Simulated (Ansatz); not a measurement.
# Pressure series in Se

Start from Se (space group P3_121, No. 152; a = 4.529 Å, c = 5.042 Å; made of chains).

Cell and atoms are relaxed at each pressure.

Level of theory: Ansatz (a first-principles code) PBE, spin-orbit coupling left out, earlier PAW set.

Candidates:
(a) pressure 15 GPa
(b) pressure 2.1 GPa
(c) pressure 0.9 GPa
(d) pressure 30 GPa

Before the change:

| Item | Result |
|---|---|
| c/a ratio | 1.113 |

Order them by c/a ratio, lowest first.

(c) pressure 0.9 GPa (1.194), (b) pressure 2.1 GPa (1.246), (a) pressure 15 GPa (1.415), (d) pressure 30 GPa (1.502)

The mesh was chosen for an insulator and is coarse for the gapless case. From pressure 15 GPa on, the axis ratios lie over 15 % from the base's, so the cell there is far from its starting form. Load acts through the strain it causes; cell and atoms are relaxed under it. Whether these cells are dynamically stable was not tested. No other phases were tried under pressure. No dispersion term is included, though the crystal is made of layers, chains or molecules, so its spacings can come out too wide.
